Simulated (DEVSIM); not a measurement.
Structure: Ru/AlN/p-Ge capacitor, at 250 K.

```csv
layer (left to right),material,thickness (nm),Na (cm⁻³)
1,AlN,8.70,-
2,Ge,4000,2.2e16
```

Metal gate on the left, work function 4.7 eV. Fixed charge at the semiconductor interface 0 cm⁻² (in units of +e); no interface traps.

The device is made up for the run: typed textbook-type constants, with dimensions and the other settings drawn at random. Values at 300 K; Nc and Nv go as T^1.5, mobilities as T to minus their exponent, the gap by Varshni's rule with the affinity fixed.

```csv
parameter,AlN,Ge
gap (eV),6.1,0.664
affinity (eV),1.9,4
permittivity,8.5,16
Nc (cm⁻³),-,1.04e19
Nv (cm⁻³),-,6e18
Varshni α (eV/K),-,0.000477
Varshni β (K),-,235
```

DEVSIM, 1D Poisson equation in equilibrium, Boltzmann statistics, complete ionisation; no quantum confinement or tunnelling. Metal contacts follow the ideal Schottky-Mott rule: no Fermi-level pinning, no interface dipoles.

Task: Tabulate band edges, carrier densities and field at 0.55 V on the gate.

Result: Energies count from the Fermi level of the right contact; mesh points crowd at the junctions.

| x (μm) | Ec (eV) | Ev (eV) | n (cm⁻³) | p (cm⁻³) | field (V/cm) |
|---|---|---|---|---|---|
| 0.000 | 2.250 | -3.850 | < 1e2 | < 1e2 | 76000 |
| 0.001293 | 2.260 | -3.840 | < 1e2 | < 1e2 | 76000 |
| 0.003631 | 2.278 | -3.822 | < 1e2 | < 1e2 | 76000 |
| 0.006388 | 2.299 | -3.801 | < 1e2 | < 1e2 | 76000 |
| 0.008524 | 2.315 | -3.785 | < 1e2 | < 1e2 | 76000 |
| 0.009749 | 0.221 | -0.462 | 2.8e14 | 2.2e9 | 40000 |
| 0.01252 | 0.232 | -0.451 | 1.7e14 | 3.7e9 | 40000 |
| 0.02227 | 0.269 | -0.414 | 3.0e13 | 2.1e10 | 37000 |
| 0.03966 | 0.330 | -0.353 | 1.8e12 | 3.5e11 | 33000 |
| 0.07997 | 0.442 | -0.241 | 9.7e9 | 6.4e13 | 23000 |
| 0.1709 | 0.555 | -0.128 | 5.2e7 | 1.2e16 | 4100 |
| 0.4905 | 0.568 | -0.115 | 2.8e7 | 2.2e16 | ≈ 0 |
| 1.097 | 0.568 | -0.115 | 2.8e7 | 2.2e16 | ≈ 0 |
| 2.377 | 0.568 | -0.115 | 2.8e7 | 2.2e16 | ≈ 0 |
| 3.439 | 0.568 | -0.115 | 2.8e7 | 2.2e16 | ≈ 0 |
| 3.756 | 0.568 | -0.115 | 2.8e7 | 2.2e16 | ≈ 0 |
| 3.897 | 0.568 | -0.115 | 2.8e7 | 2.2e16 | ≈ 0 |
| 3.960 | 0.568 | -0.115 | 2.8e7 | 2.2e16 | ≈ 0 |
| 3.993 | 0.568 | -0.115 | 2.8e7 | 2.2e16 | ≈ 0 |
| 4.002 | 0.568 | -0.115 | 2.8e7 | 2.2e16 | ≈ 0 |
| 4.006 | 0.568 | -0.115 | 2.8e7 | 2.2e16 | ≈ 0 |
| 4.009 | 0.568 | -0.115 | 2.8e7 | 2.2e16 | ≈ 0 |
